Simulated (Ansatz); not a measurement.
The starting structures come from a database of crystals and need not be the phases stable at ambient conditions.

 Where the default PAW files enter, the runs use the earlier of Ansatz's two default sets.

By PBEsol, the system below comes out a metal.

A figure of merit of an interconnect metal is its ballistic conductance per area.

Consider the following.

```xyz
4
Lattice="4.5798 0.0000 0.0000 0.0000 5.7982 0.0000 0.6691 0.0000 4.5307" Properties=species:S:1:pos:R:3 pbc="T T T"
Hg     3.4483     4.3486     2.9764
Hg     1.8006     1.4495     1.5542
Te     1.1295     4.3486     0.9750
Te     4.1194     1.4495     3.5557
```

Space group of this cell: Cmcm. The cell is taken as given; by PBEsol its mean pressure is -3.4 GPa.

The current flows along the normal of the first two printed cell vectors. No spin-orbit coupling; the value is a mean over 0.1 eV about the Fermi level.

Question: Estimate the ballistic conductance per area that PBEsol in Ansatz (an electronic-structure program) returns for this system.

Answer: 0.43 × 10¹⁵ S/m² for both spins.
